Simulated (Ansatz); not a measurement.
The parent structure is MgO in the rock salt structure (space group Fm-3m, No. 225; a = 4.214 Å).

The change: a negative pressure, −1 GPa.

Levels (all Ansatz, a quantum-chemistry and plane-wave program, PAW): PBEsol (420 eV, without spin-orbit coupling); HSE06 (420 eV, no SOC).

The geometry is relaxed with PBEsol.

| Property | Result |
|---|---|
| PBEsol lowest conduction level above the VBM at special points | Γ 4.56 eV; L 7.70 eV; X 8.95 eV |

Problem. Predict the lowest conduction level above the VBM at special points from HSE06.

Solution. The lowest conduction level above the VBM at special points changes from Γ 4.56 eV; L 7.70 eV; X 8.95 eV to Γ 6.40 eV; L 9.64 eV; X 10.86 eV.

Single points use the geometry relaxed with PBEsol. The levels and masses belong to the bands next to the band gap. Load acts through the strain it causes; cell and atoms are relaxed under it. Stability against distortions was not tested. The base started in P3_121 and relaxed to Fm-3m at this level.
